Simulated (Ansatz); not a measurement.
## Short convergence ladders for Hf2Ga (Fmm2, 6 atoms in the cell)

```yaml
crystal:
  lattice:
    - [-3.34916, 3.34916, 2.62829]
    - [3.34916, -3.34916, 2.62829]
    - [3.34916, 3.34916, -2.62829]
  atoms:
    - { symbol: Hf, position: [0.65882, 0.15882, 0.81764] }
    - { symbol: Hf, position: [0.34646, 0.84646, 0.19292] }
    - { symbol: Hf, position: [0.15354, 0.34646, 0.50000] }
    - { symbol: Hf, position: [0.84646, 0.65354, 0.50000] }
    - { symbol: Ga, position: [0.25000, 0.25000, 0.00000] }
    - { symbol: Ga, position: [0.75000, 0.75000, 0.00000] }
```

Base method: LDA (PW92), default PAW files made with PBE (plane waves; Ansatz, a quantum-chemistry and plane-wave program).

Base settings: basis.ecutwfc = 420 eV; kpoints.mp_grid.grid = 6 6 6; hamiltonian.xc = lda; hamiltonian.pseudopotentials = {kind: paw} (the program's default PAW files); scf.occupations.method = fermi_dirac; scf.occupations.width = 0.1 eV.

The count of work is k-points × plane waves × bands × iterations; it is no time. Core times come from one kind of shared machine, to one figure; runs under 30 s give none.

**The k-point mesh**

The second cell is the first with its lattice scaled by 0.98.

Only quantities that move along the ladder and can be compared are tabulated.

```tsv
kpoints.mp_grid.grid	free energy less the last step's (meV/atom)	energy of the compressed cell less the first (meV/atom)	pressure (GPa)	largest difference of a force vector from the last step's (eV/Å)	count of work / last	core time / last (rough)
2 2 2	11.64	-26.66	-7.09	0.506	0.045	–
4 4 4	-0.17	-25.56	-7.02	0.026	0.16	–
6 6 6	-0.42	-26.24	-7.09	0.005	0.37	0.4
7 7 7	0.04	-26.24	-7.10	0.002	0.51	0.5
9 9 9	0.00	-26.18	-7.09	0.000	1.0	1
```

Coarsest kpoints.mp_grid.grid that holds the free energy within 0.5 meV/atom of the last step, with all finer ones: 4 4 4, at 0.16 of the last step's count of work; the step before is off by 12 meV/atom.

Coarsest kpoints.mp_grid.grid that holds the forces within 0.02 eV/Å of the last step, with all finer ones: 6 6 6, at 0.37 of the last step's count of work and about 0.4 of the last step's time; the step before is off by 0.026 eV/Å.

Coarsest kpoints.mp_grid.grid that holds the pressure within 0.05 GPa of the last step, with all finer ones: 6 6 6, at 0.37 of the last step's count of work and about 0.4 of the last step's time; the step before is off by 0.08 GPa.

The energy difference between the two cells stays within 1 meV/atom of the last step's from 2 2 2 on, the total only from 4 4 4 on: much of the error is common to both cells and cancels.

**The k-point mesh at a smearing width of 0.02 eV**

In this ladder: scf.occupations.width = 0.02 eV.

Only quantities that move along the ladder and can be compared are tabulated.

| kpoints.mp_grid.grid | free energy less the last step's (meV/atom) | pressure (GPa) | largest difference of a force vector from the last step's (eV/Å) | count of work / last |
|---|---|---|---|---|
| 3 3 3 | -17.78 | -7.46 | 0.158 | 0.037 |
| 5 5 5 | 1.94 | -7.18 | 0.127 | 0.12 |
| 7 7 7 | 0.97 | -7.24 | 0.061 | 0.30 |
| 11 11 11 | 0.00 | -7.21 | 0.000 | 1.0 |

Coarsest kpoints.mp_grid.grid that holds the free energy within 5 meV/atom of the last step, with all finer ones: 5 5 5, at 0.12 of the last step's count of work; the step before is off by 18 meV/atom.

Coarsest kpoints.mp_grid.grid that holds the forces within 0.02 eV/Å: not settled: the last two steps still differ by 0.061 eV/Å, over half the tolerance, so the ladder does not show it.

Coarsest kpoints.mp_grid.grid that holds the pressure within 0.2 GPa of the last step, with all finer ones: 5 5 5, at 0.12 of the last step's count of work; the step before is off by 0.25 GPa.

**The k-point mesh at a smearing width of 0.3 eV**

In this ladder: scf.occupations.width = 0.3 eV.

Only quantities that move along the ladder and can be compared are tabulated.

| kpoints.mp_grid.grid | pressure (GPa) | largest difference of a force vector from the last step's (eV/Å) | count of work / last |
|---|---|---|---|
| 3 3 3 | -6.45 | 0.026 | 0.042 |
| 5 5 5 | -6.37 | 0.002 | 0.12 |
| 7 7 7 | -6.37 | 0.000 | 0.30 |
| 11 11 11 | -6.37 | 0.000 | 1.0 |

Coarsest kpoints.mp_grid.grid that holds the pressure within 0.05 GPa of the last step, with all finer ones: 5 5 5, at 0.12 of the last step's count of work; the step before is off by 0.08 GPa.

Coarsest kpoints.mp_grid.grid that holds the forces within 0.01 eV/Å of the last step, with all finer ones: 5 5 5, at 0.12 of the last step's count of work; the step before is off by 0.026 eV/Å.

On the base run: the starting cell comes from a database of computed structures (which also holds hypothetical and non-ambient phases and stackings), without a prior relaxation at this level. Its lattice was rescaled by up to half a per cent. One atom was moved a little off its site on purpose. In the base run, with a pressure of about -7 GPa the cell is away from its equilibrium volume at this level. Ansatz's pressure includes its estimate of the finite-basis (Pulay) stress.

Keys are those of Ansatz 0.2.
